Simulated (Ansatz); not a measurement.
What pressure 0.7 GPa does to CuI

The reference is CuI in the wurtzite structure (space group P6_3mc, No. 186; a = 4.187 Å, c = 6.898 Å).

Perturbation: cell and atoms relaxed at a pressure of 0.7 GPa.

All numbers come from PBEsol (Ansatz, an electronic-structure program, PAW, without spin-orbit coupling). Settings: 9×9×5 k-points, 0.05 eV Fermi–Dirac smearing.

```csv
quantity,base,changed,shift
density,6.04 g/cm³,6.12 g/cm³,+0.085 g/cm³
lattice parameter a,4.187 Å,4.167 Å,-0.020 Å
c/a ratio,1.647,1.648,+0.001
band gap,1.22 eV,1.26 eV,+0.04 eV
gap character,direct at Γ,direct at Γ,–
electron mass,"0.13 mₑ along c, 0.15 mₑ across (at Γ)","0.13 mₑ along c, 0.15 mₑ across (at Γ)",–
"valence-band top at Γ (three highest levels, from the VBM)","0.00, 0.00, -0.09 eV","0.00, 0.00, -0.10 eV",–
```

Cost of the whole job for the changed cell (relaxation, final SCF and bands): very roughly 70 core-seconds.

Spin-orbit coupling, missing from the scalar runs, can matter with I. Load acts through the strain it causes; cell and atoms are relaxed under it. Masses are band curvatures over ±0.01 Å⁻¹ around the edge. Whether these cells are dynamically stable was not tested. The final runs are not spin-polarised. This is not the structure that CuI has at room temperature and ambient pressure.
